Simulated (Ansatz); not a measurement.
An Ansatz (a program for electronic structure) run: ZnCu2SnS4 with a change (biaxial strain −3.00 %, plane normal [001], relaxed out of plane); Ansatz, PBE, PAW, cutoff 420 eV, spin-orbit coupling left out.

Input:

Ansatz 0.2 input:
```yaml
crystal:
  lattice:
    - [5.3042229032, 0, 0]
    - [0, 5.3042229032, 0]
    - [2.6521114516, -2.6521114516, 5.5495262697]
  atoms:
    - { symbol: Cu, position: [0, 0, 0] }
    - { symbol: Cu, position: [0.25, 0.25, 0.5] }
    - { symbol: Zn, position: [0.75, 0.75, 0.5] }
    - { symbol: Sn, position: [0.5, 0.5, 0] }
    - { symbol: S, position: [0.1122640463, 0.3631113043, 0.2587924757] }
    - { symbol: S, position: [0.3631113043, 0.628943478, 0.7412075243] }
    - { symbol: S, position: [0.628943478, 0.8956811714, 0.2587924757] }
    - { symbol: S, position: [0.8956811714, 0.1122640463, 0.7412075243] }
basis: { ecutwfc: 420, ecutrho_ratio: 4, xc_grid: 2, fft_grid_basis: typed }
kpoints: { mp_grid: { grid: [9, 9, 9] } }
hamiltonian:
  xc: pbe
  dispersion: none
  pseudopotentials: { kind: paw }
scf: { occupations: { method: fermi_dirac, width: 0.05 } }
relax: { f_tol: 0.005, max_steps: 50, cell: { stress_tol: 0.01, fix: [a, b, gamma] } }
output: { forces: true, stress: true }
checkpoint: { write: state.ck, write_every: 1000 }
```

Output (explanatory and most iteration lines left out):

```
Relaxation: its limit of steps is 50 (relax.max_steps)
Pseudopotential: Cu, paw, valence charge 19
Pseudopotential: Zn, paw, valence charge 12
Pseudopotential: Sn, paw, valence charge 14
Pseudopotential: S, paw, valence charge 6
Crystal: 8 atoms, lattice volume = 156.135 Å³
Basis set: ecut = 420 eV, 3027 PW (Γ), exchange–correlation on 72×72×90 points (8 copies of the dense FFT grid, shifted against one another)
Bands: 53, of which v1, the nominal top of the filled ones, is band 44 counted from 1 (43 counted from 0)
Symmetry: 4 space group operations
Space group: I-4 (ITA 82), of the structure as read, at distance tolerance 5.4e-5 Å
k-points: 105 of 729 (time reversal used)
Functional: x = pbe(κ = 0.804, μ = 0.2195149727645171), c = pbe(β = 0.06672455060314922)
SCF iter   1: F=—  HF=-26205.449015 eV  |F-HF|=—  |Δ(HF+E_count)|=         —  Δρ=1.18e-3  dr2=1.57e-3  ethr=1.77e-3  ⟨swp⟩=7.1  Hψ=23187  notcnv=0  defer=78
SCF iter   2: F=—  HF=-26205.449447 eV  |F-HF|=—  |Δ(HF+E_count)|=   4.32e-4  Δρ=1.30e-3  dr2=1.47e-3  ethr=1.78e-6  ⟨swp⟩=2.8  Hψ=11158  notcnv=0  defer=195
SCF 1 converged in 9 iterations: F = -26205.449542 eV  dr2 = 1.79e-8
relax step   1: F+E_penalty+E_count = -26205.44954200 eV  Δ(F+E_penalty+E_count) = +0.000e0 eV  max|allowed force component| = 9.742e-2 eV/Å  Δτ_max = 0.0000 Å  P = +3.514 GPa  Ω = 156.135 Å³  fix = [a, b, gamma]  reactions: a +4.089, b +4.089 GPa  (9 SCF iters, dr2 threshold 1.00e-7 eV, accepted)
[... steps on the carried basis left out ...]
relax step   4: F+E_penalty+E_count = -26205.47419526 eV  Δ(F+E_penalty+E_count) = +6.636e-6 eV  max|allowed force component| = 4.044e-4 eV/Å  Δτ_max = 0.0006 Å  P = +1.721 GPa  Ω = 159.397 Å³  energy of the carried Pulay correction = -1.199e-3 eV  fix = [a, b, gamma]  reactions: a +2.582, b +2.582 GPa  (7 SCF iters, dr2 threshold 3.38e-9 eV, accepted)
Crystal: 8 atoms, lattice volume = 159.397 Å³
Basis set: ecut = 420 eV, 3115 PW (Γ), exchange–correlation on 72×72×96 points (8 copies of the dense FFT grid, shifted against one another)
SCF iter   1: F=—  HF=-26205.473068 eV  |F-HF|=—  |Δ(HF+E_count)|=         —  Δρ=2.66e-4  dr2=2.79e-6  ethr=1.41e-7  ⟨swp⟩=3.7  Hψ=38353  notcnv=0
SCF iter   2: F=—  HF=-26205.474827 eV  |F-HF|=—  |Δ(HF+E_count)|=   1.76e-3  Δρ=1.37e-4  dr2=1.42e-6  ethr=3.17e-9  ⟨swp⟩=2.0  Hψ=9084  notcnv=0
SCF 5 converged in 11 iterations: F = -26205.475401 eV  dr2 = 4.26e-13
SCF converged after 11 iterations
Free energy (F): -26205.475401 eV
Internal energy: -26205.474746 eV  (E = F + TS)
E sigma→0 (E₀):  -26205.475073 eV
Entropy (-TS):   -0.000655 eV (-0.082 meV/atom)
Fermi energy:    8.305821 eV
--- Forces (eV/Å), atoms counted from 1 ---
  atom   1  Cu     0.00000000    -0.00000000    -0.00000000
  atom   2  Cu     0.00000000     0.00000000    -0.00000000
  atom   3  Zn     0.00000000    -0.00000000     0.00000000
  atom   4  Sn     0.00000000     0.00000000    -0.00000000
  atom   5  S      0.00011213     0.00038146    -0.00046369
  atom   6  S      0.00038146    -0.00011213     0.00046369
  atom   7  S     -0.00011213    -0.00038146    -0.00046369
  atom   8  S     -0.00038146     0.00011213     0.00046369
--- Stress (GPa, compression-positive) ---
        2.577265      -0.000000      -0.000000
        0.000000       2.577265      -0.000000
       -0.000000      -0.000000      -0.000419
  P = ⅓ Tr σ = 1.7180 GPa (17.180 kbar)
--- Relaxed structure (4 steps of the walk, 4 accepted, 1 SCFs on fresh bases) ---
  cell:  # Å, volume = 159.3971 Å³
    - [5.3042229032, -2.6449989980339563e-126, 3.225111189038365e-33]
    - [-2.6449989980339563e-126, 5.3042229032, 2.347691233197045e-33]
    - [2.6521114516, -2.6521114516, 5.665482174341581]
  atoms:
    - { symbol: Cu, position: [-9.152985459631119e-20, -4.517582661758503e-22, 1.953684188153442e-20] }
    - { symbol: Cu, position: [0.24999999999999994, 0.25, 0.5] }
    - { symbol: Zn, position: [0.7499999999999999, 0.75, 0.5] }
    - { symbol: Sn, position: [0.49999999999999994, 0.49999999999999994, 1.9536841881534422e-20] }
    - { symbol: S, position: [0.11180049487554103, 0.3611710570419029, 0.2582176820690054] }
    - { symbol: S, position: [0.36117105704190283, 0.6299818230554534, 0.7417823179309945] }
    - { symbol: S, position: [0.6299818230554535, 0.8970466250271025, 0.2582176820690054] }
    - { symbol: S, position: [0.8970466250271025, 0.11180049487554095, 0.7417823179309945] }
```

Stability against distortions was not tested. The final runs are not spin-polarised. The cell was made from ZnCu2SnS4 (space group I-4, No. 82) by this change: biaxial strain −3.00 %, plane normal [001], relaxed out of plane.
